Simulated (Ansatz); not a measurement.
Input and output of a zone-centre phonon calculation for AlSn (P-6m2, 2 atoms in the cell) (Ansatz, an electronic-structure program).

Computed with LDA (PW92), PAW files made with PBE (plane waves; Ansatz).

```
AlSn
1.0
    4.19811     0.00000     0.00000
   -2.09905     3.63567     0.00000
    0.00000     0.00000     3.30685
Al Sn
1 1
Cartesian
  0.00000   0.00000   0.00000
  0.00000   2.42378   1.65342
```

Reference input (self-consistent single point, DFT, LDA (PW92), plane waves, PAW files made with PBE): kpoints.mp_grid.grid = 7 7 8; hamiltonian.xc = lda; hamiltonian.pseudopotentials = {kind: paw} (the program's default PAW files); scf.occupations.method = gaussian; scf.occupations.width = 0.1 eV. This run's input differs from it in these lines:

```diff
@@ -21,6 +21,4 @@
     width: 0.1
-output:
-  forces: true
-  eigenvalues: true
-  stress: true
+phonons:
+  method: dfpt
```

Output, abridged:

```
SCF iter   1: F=—  HF=-6392.168310 eV  |F-HF|=—  |Δ(HF+E_count)|=         —  Δρ=1.80e-2  dr2=1.92e-1  ethr=3.10e-3  ⟨swp⟩=6.0  Hψ=6692  notcnv=0
all-band conjugate gradients solve this SCF's bands
preconditioner: auto → none
SCF iter   2: F=—  HF=-6392.115242 eV  |F-HF|=—  |Δ(HF+E_count)|=   5.31e-2  Δρ=1.12e-2  dr2=7.76e-2  ethr=1.13e-3  ⟨swp⟩=2.0  Hψ=1998  notcnv=0  defer=39
   [... lines left out ...]
SCF iter   6: F=—  HF=-6392.089929 eV  |F-HF|=—  |Δ(HF+E_count)|=   1.82e-6  Δρ=1.33e-5  dr2=1.03e-7  ethr=2.22e-8  ⟨swp⟩=2.6  Hψ=1684  notcnv=0  defer=39
SCF iter   7: F=—  HF=-6392.089929 eV  |F-HF|=—  |Δ(HF+E_count)|=   6.15e-7  Δρ=1.83e-6  dr2=1.76e-9  ethr=6.06e-10  ⟨swp⟩=2.9  Hψ=1746  notcnv=0  defer=39
SCF iter   8: F=—  HF=-6392.089929 eV  |F-HF|=—  |Δ(HF+E_count)|=  7.28e-11  Δρ=3.50e-7  dr2=4.98e-11  ethr=1.03e-11  ⟨swp⟩=2.2  Hψ=1354  notcnv=0  defer=39
SCF iter   9: F=-6392.089929 eV  HF=-6392.089929 eV  |F-HF|=1.82e-12  |Δ(HF+E_count)|=  1.82e-12  Δρ=2.31e-8  dr2=3.11e-13  ethr=1.00e-12  ⟨swp⟩=8.6  Hψ=4926  notcnv=0
SCF 1 converged in 9 iterations: F = -6392.089929 eV  dr2 = 3.11e-13
DFPT response loops at Γ: preconditioner auto → Kerker (q_TF=auto, 2.276 Å⁻¹) (partly filled bands, converged f_vac=0.000) …
Free energy (F): -6392.089929 eV
Internal energy: -6392.088458 eV  (E = F + TS)
E sigma→0 (E₀):  -6392.089193 eV
Entropy (-TS):   -0.001472 eV (-0.736 meV/atom)
Fermi energy:    7.643692 eV
--- Phonons (Γ-DFPT): 4 representative perturbations + reference, on 80 of 392 k-points (Σ response iterations 12) ---
  k mesh reduced under 4 symmetry operations, with k and −k counted as one. Each operation leaves every solved displacement unchanged or reverses it
  ASR residual: 3.130e-5 → 0.000e0 eV/Å²; symmetrization residual: 2.736e-6 eV/Å²
  ASR residual per site (eV/Å²): 4.87e-6 3.13e-5
  Γ frequencies (cm⁻¹): 0.00 0.00 0.00 131.15 202.44 202.44
  non-analytic LO–TO correction: not included (Born effective charges unavailable; polar crystals: no LO–TO splitting at Γ)
```

The run converged in 9 iterations. 

Summary of the result:
| Quantity | Result |
|---|---|
| Free energy E − TS (on the zero of these files) | -6392.0899 eV |
| Fermi level (on the code's own zero) | 7.64 eV |
| Zone-centre frequencies (cm⁻¹; negative means imaginary) | 0, 0, 0, 131, 202, 202 |

The starting cell comes from a database of computed structures (which also holds hypothetical and non-ambient phases and stackings), without a prior relaxation at this level.

Keys are those of Ansatz 0.2.
